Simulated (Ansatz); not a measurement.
The reference is HfO$_{2}$ in the fluorite structure (space group Fm-3m, No. 225; a = 5.0589 Å).

Structures relaxed with r2SCAN/PAW in Ansatz (a first-principles code), without spin-orbit coupling, earlier PAW set.

Base:

Simulated powder pattern, Co Kα, λ = 1.79026 Å (kinematic, ideal powder, no thermal factors, no anomalous dispersion; the 14 strongest lines at most, above 2 %, up to 2θ = 90°):

```tsv
2θ (°)	I/Imax (%)	hkl
35.69	100	(111)
41.45	34	(200)
60.06	49	(220)
71.87	44	(311)
75.61	9.5	(222)
```

Modification: every lattice vector is shortened by 1.98 %, atoms relaxed at fixed cell.

After the change:

Simulated powder pattern, Co Kα, λ = 1.79026 Å (kinematic, ideal powder, no thermal factors, no anomalous dispersion; the 14 strongest lines at most, above 2 %, up to 2θ = 90°):

```json
[
 {"2θ (°)": "36.44", "d (Å)": "2.863", "I/Imax (%)": "100", "hkl": "(111)"},
 {"2θ (°)": "42.33", "d (Å)": "2.479", "I/Imax (%)": "34", "hkl": "(200)"},
 {"2θ (°)": "61.40", "d (Å)": "1.753", "I/Imax (%)": "48", "hkl": "(220)"},
 {"2θ (°)": "73.55", "d (Å)": "1.495", "I/Imax (%)": "44", "hkl": "(311)"},
 {"2θ (°)": "77.41", "d (Å)": "1.431", "I/Imax (%)": "9.5", "hkl": "(222)"}
]
```

The indices refer to the base's conventional cell; one index is shown for lines that coincide.

The cells carry an imposed strain or load. Whether these cells are dynamically stable was not tested. This is not the structure that HfO2 has at room temperature and ambient pressure.
